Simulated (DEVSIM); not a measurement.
# CdS/CdTe n-p heterojunction

Device: CdS/CdTe n-p heterojunction, at 300 K.

```csv
layer (left to right),material,thickness (μm),Nd (cm⁻³),Na (cm⁻³),τn (s),τp (s)
1,CdS,0.0590,8.6e16,-,7.3e-10,7.3e-10
2,CdTe,0.100,-,9.3e16,7.3e-10,7.3e-10
```

Left contact: ohmic. Right contact: ohmic. Voltage is applied to the left contact. Recombination: SRH at mid-gap, radiative. Mobility is constant in doping.

The device is made up for the run: typed textbook-type constants, with dimensions and the other settings drawn at random. Values at 300 K.

| parameter | CdS | CdTe |
|---|---|---|
| gap (eV) | 2.4 | 1.5 |
| affinity (eV) | 4.3 | 4.28 |
| permittivity | 9 | 10.2 |
| Nc (cm⁻³) | 2.2e18 | 8e17 |
| Nv (cm⁻³) | 1.8e19 | 1.8e19 |
| μn (cm²/Vs) | 300 | 1000 |
| μp (cm²/Vs) | 25 | 80 |
| B (cm³/s) | 1e-10 | 1e-10 |

DEVSIM, 1D drift-diffusion, Boltzmann statistics, complete ionisation; no tunnelling, impact ionisation, image-force lowering or self-heating. Band offsets follow the typed affinities; no thermionic-emission limit at abrupt steps, no polarisation charge.

```json
{
 "potential_step_across_the_device_at_zero_bias": "1.260 V",
 "largest_field_in_the_device_at_zero_bias": "160000 V/cm",
 "Dark forward voltage at 1 A/cm²": "1.025 V",
 "Dark forward voltage at 100 A/cm²": "1.149 V"
}
```

Dark forward current:

```json
[
 {"V (V)": "-0.05", "J (A/cm²)": "-2.0e-11"},
 {"V (V)": "-0.10", "J (A/cm²)": "-6.0e-11"},
 {"V (V)": "-0.20", "J (A/cm²)": "-3.9e-10"},
 {"V (V)": "-0.25", "J (A/cm²)": "-1.0e-9"},
 {"V (V)": "-0.30", "J (A/cm²)": "-2.6e-9"},
 {"V (V)": "-0.35", "J (A/cm²)": "-6.7e-9"},
 {"V (V)": "-0.45", "J (A/cm²)": "-4.8e-8"},
 {"V (V)": "-0.50", "J (A/cm²)": "-1.3e-7"},
 {"V (V)": "-0.55", "J (A/cm²)": "-3.7e-7"},
 {"V (V)": "-0.60", "J (A/cm²)": "-1.1e-6"},
 {"V (V)": "-0.70", "J (A/cm²)": "-1.3e-5"},
 {"V (V)": "-0.75", "J (A/cm²)": "-5.7e-5"},
 {"V (V)": "-0.80", "J (A/cm²)": "-0.00029"},
 {"V (V)": "-0.85", "J (A/cm²)": "-0.0016"},
 {"V (V)": "-0.95", "J (A/cm²)": "-0.061"},
 {"V (V)": "-1.00", "J (A/cm²)": "-0.39"},
 {"V (V)": "-1.05", "J (A/cm²)": "-2.5"},
 {"V (V)": "-1.10", "J (A/cm²)": "-16"},
 {"V (V)": "-1.20", "J (A/cm²)": "-630"},
 {"V (V)": "-1.25", "J (A/cm²)": "-3300"}
]
```
